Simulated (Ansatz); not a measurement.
CsCl-type AuZn (cubic form, which distorts at low temperature) was calculated with BLYP in Ansatz (plane waves, PAW).

Numerical settings: plane-wave cutoff 520 eV, 18×18×18 k mesh, Fermi–Dirac smearing 0.05 eV, scalar-relativistic PAW data made under PBE.

Pressure at four volumes; x = ln(V/17.466 Å³). One pressure is withheld.

```csv
V (Å³/atom),x,P (GPa)
16.418,-0.0619,?
16.768,-0.0408,3.95
17.466,0.0000,0.02
18.514,0.0583,-4.15
```

### Question
Pass a parabola P(x) through the three rows shown, estimate the bulk modulus and its pressure derivative near zero pressure, and predict the withheld pressure.

### Answer
Slopes between the rows: (0.02 − (3.95))/(0.0000 − (-0.0408)) = -96.32 and (-4.15 − (0.02))/(0.0583 − (0.0000)) = -71.53 GPa. Their difference over the span 0.0991 is c = 24.79/0.0991 = 250.2 GPa, so P(x) = 3.95 + (-96.32)(x − (-0.0408)) + 250.2 (x − (-0.0408))(x − (0.0000)). At the middle row B = −dP/dx = −[-96.32 + 250.2 × 0.0408] = 86.1 GPa, and B′ = dB/dP = 2c/B = 5.8. At x = -0.0619 the parabola gives 6.31 GPa; the run gives 6.37 GPa. The Birch–Murnaghan fit to the energies at all volumes has B0 = 85.1 GPa and B′ = 6.1.

Measured, for comparison: bulk modulus 131 GPa (temperature not stated, no zero-point or thermal correction; as tabulated in Nepal et al. (2020), arXiv:2007.11150). Computed (rounded) less measured: bulk modulus -35 %.

Note: the cell is over a tenth larger than the published one: the level's own overestimate first of all, though another phase or state, or a fault of the published cell, is possible; symmetry holds this phase in the static calculation, where it need not be a minimum.

Spin–orbit coupling is not included; it can shift volumes and moduli of such heavy elements.

Ansatz is a program for electronic structure.
